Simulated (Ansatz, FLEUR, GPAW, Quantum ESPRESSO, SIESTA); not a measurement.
## Code comparison for Mg2Cu (Ibam, 6 atoms in the cell)

Self-consistent single point, at a second geometry (lattice scaled by 0.98). First geometry:

```yaml
crystal:
  lattice:
    - [-3.19527, 3.20147, 2.59491]
    - [3.19527, -3.20147, 2.59491]
    - [3.19527, 3.20147, -2.59491]
  atoms:
    - { symbol: Mg, position: [0.66795, 0.83211, 0.50006] }
    - { symbol: Mg, position: [0.33205, 0.16789, 0.49994] }
    - { symbol: Mg, position: [0.83205, 0.33211, 0.16416] }
    - { symbol: Mg, position: [0.16795, 0.66789, 0.83584] }
    - { symbol: Cu, position: [0.75000, 0.75000, 0.00000] }
    - { symbol: Cu, position: [0.25000, 0.25000, 0.00000] }
```

Shared settings, as Ansatz (a program for electronic structure) writes them: kpoints.mp_grid.grid = 5 5 5; scf.occupations.method = fermi_dirac; scf.occupations.width = 0.1 eV. Potentials and cutoffs stand in the table.

| code | model | ΔF from the first geometry (meV/atom) | pressure (GPa) | largest force (eV/Å) | cutoff |
|---|---|---|---|---|---|
| Ansatz | PBEsol, PAW files made with PBE | 11.6 | 3.94 | 0.022 | default |
| Quantum ESPRESSO | PBEsol, SSSP 1.1.2 efficiency (PBE) pseudopotentials | 11.7 | 3.71 | 0.024 | 50 Ry |
| GPAW | PBEsol, GPAW PAW datasets PBEsol (made by gpaw-setup) | 13.6 | 4.15 | 0.037 | 850 eV |
| FLEUR | PBEsol, all-electron FLAPW (FLEUR), scalar-relativistic valence | 11.4 | – | 0.022 | Kmax 4 1/bohr |
| SIESTA | GGA PBEsol, numerical atomic orbitals DZP, PseudoDojo PBEsol standard norm-conserving potentials (rewritten from UPF to PSML) | 22.8 | 6.32 | 0.060 | grid 400 Ry |

A dash marks a value that a program does not give, or that is left out as unsure.

On Ansatz's run: spin polarisation is off.

The spread over the programs that give each value: ΔF from the first geometry within 11.4 meV/atom; pressure within 2.61 GPa; largest force within 0.038 eV/Å.

SIESTA uses small atom-centred bases, whose incompleteness enters pressures, forces and empty levels differently from a plane-wave cutoff. FLEUR treats all electrons, but the usual bases taken here (sphere radii, linearisation, local orbitals, empty states) were not tested for convergence, so the values are no reference for the others. Ansatz's pressure is given at a fixed set of plane waves, as the other plane-wave codes print theirs. In the pressure, SIESTA (by 2.38) lies more than 1 GPa from the median of the plane-wave programs.

The starting cell comes from a database of computed structures (which also holds hypothetical and non-ambient phases and stackings), without a prior relaxation at this level. For this run, on top of that: lattice scaled by 0.98.

Left out of this page: ABINIT (with a known weakness of the program); CP2K (unsound by tests on forces, stress, charge or solver warnings); Elk (failed or unconverged).

Keys are those of Ansatz 0.2.
